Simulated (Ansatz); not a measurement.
System: L1₀ (CuAu-type) FePt. Method: LDA in Ansatz (PAW).

Settings: plane-wave cutoff 520 eV, 20×20×16 k mesh (along the axes of the cell as run), Fermi–Dirac smearing 0.05 eV, spin-polarised with parallel moments, scalar-relativistic PAW data made under PBE.

Cell (measured lattice):

```
CELL_PARAMETERS angstrom
      2.72680     0.00000     0.00000
      0.00000     2.72680     0.00000
      0.00000     0.00000     3.72610
ATOMIC_POSITIONS crystal
  Fe 0.00000 0.00000 0.00000
  Pt 0.50000 0.50000 0.50000
```
Starting moments (μB, in the order of the record's atoms Fe Pt): 3.0 0.0.

### Question
Predict the magnetic moment (largest site, within a sphere).

### Answer

- magnetic moment (largest site, within a sphere) = 2.87 μB

The run finds no gap.

Note: cell and atoms aren't relaxed at this level (pressure -13.5 GPa).

Moments are spin moments.

Spin–orbit coupling is not included.

Computed values are for the static lattice.

Ansatz is a program for electronic structure.
